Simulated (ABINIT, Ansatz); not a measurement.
An Ansatz (a first-principles code) input for a self-consistent single point of ZrO₂ (P4_2/nmc, 6 atoms in the cell) (DFT, PBE, plane waves, default PAW files):

Ansatz 0.2 input:
```yaml
crystal:
  lattice:
    - [3.563448, 0.000000, 0.000000]
    - [0.000000, 3.563448, 0.000000]
    - [0.000000, 0.000000, 5.171863]
  atoms:
    - { symbol: Zr, position: [0.000000, 0.000000, 0.000000] }
    - { symbol: Zr, position: [0.500000, 0.500000, 0.500000] }
    - { symbol: O, position: [0.000000, 0.500000, 0.301770] }
    - { symbol: O, position: [0.000000, 0.500000, 0.801770] }
    - { symbol: O, position: [0.500000, 0.000000, 0.198230] }
    - { symbol: O, position: [0.500000, 0.000000, 0.698230] }
kpoints:
  mp_grid:
    grid: [9, 9, 7]
hamiltonian:
  xc: pbe
  pseudopotentials:
    kind: paw
scf:
  occupations:
    method: fixed
output:
  forces: true
  eigenvalues: true
  stress: true
```

### Question
Translate this input to ABINIT.

### Answer
This is the input that was run; spellings and numerical settings could be chosen otherwise.

```
# ZrO2, PseudoDojo nc-sr-05 PBE standard
pp_dirpath "./"
pseudos "Zr.upf, O.upf"
acell 6.7339407793 6.7339407793 9.7734046241
rprim
         1.0000000000    0.0000000000    0.0000000000
         0.0000000000    1.0000000000    0.0000000000
         0.0000000000    0.0000000000    1.0000000000
natom 6
ntypat 2
znucl 40 8
typat 1 1 2 2 2 2
xcart
         0.0000000000    0.0000000000    0.0000000000
         1.7817240000    1.7817240000    2.5859315000
         0.0000000000    1.7817240000    1.5607130975
         0.0000000000    1.7817240000    4.1466445975
         1.7817240000    0.0000000000    1.0252184025
         1.7817240000    0.0000000000    3.6111499025
      Angstrom
ecut 42 Ha
ixc 11
occopt 1
nband 28
kptopt 1
ngkpt 9 9 7
nshiftk 1
shiftk 0 0 0
nstep 100
tolvrs 1.0e-12
diemac 12
prtwf 0
prtden 0
```

Basis settings and potentials, where a program has them, do not carry over. This input uses DFT, PBE, plane waves, norm-conserving pseudopotentials (PseudoDojo nc-sr-05 PBE standard).

The starting cell comes from a database of computed structures (which also holds hypothetical and non-ambient phases and stackings), without a prior relaxation at this level. Its lattice was rescaled by a random factor within 2.5 % of one.
